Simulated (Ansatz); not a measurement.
MgO (R-3m, No. 166, 16 atoms in the cell; start mp-1180973; a measured phase of this formula has another space group) was calculated with HSE06 in Ansatz (PAW).

Run with plane-wave cutoff 460 eV, 8×8×8 k mesh, Fermi–Dirac smearing 0.01 eV, scalar-relativistic PAW data made under PBE.

Cell (relaxed with PBEsol):

```
MgO
1.0
    1.48400     0.85679    19.79345
   -1.48400     0.85679    19.79345
    0.00000    -1.71358    19.79345
Mg O
8 8
Cartesian
  0.00000   0.00000  22.30503
  0.00000   0.00000  37.07531
  0.00000   0.00000  47.04685
  0.00000   0.00000  12.33348
  0.00000   0.00000  54.35690
  0.00000   0.00000   5.02344
  0.00000   0.00000  29.69017
  0.00000   0.00000   0.00000
  0.00000   0.00000   8.67839
  0.00000   0.00000  50.70195
  0.00000   0.00000  26.03531
  0.00000   0.00000  33.34503
  0.00000   0.00000  18.57851
  0.00000   0.00000  40.80183
  0.00000   0.00000  15.98488
  0.00000   0.00000  43.39546
```

**Question.** Give the computed band gap and smallest direct gap on the k points sampled.

**Answer.** 
- band gap = 5.77 eV
- smallest direct gap on the k points sampled = 5.78 eV

Note: cell and atoms aren't relaxed at this level (pressure -1.5 GPa).

The computed numbers hold no vibrational or temperature effects.

A start named mp-… is a Materials Project structure, which need not be a measured phase.

Ansatz is a first-principles code.
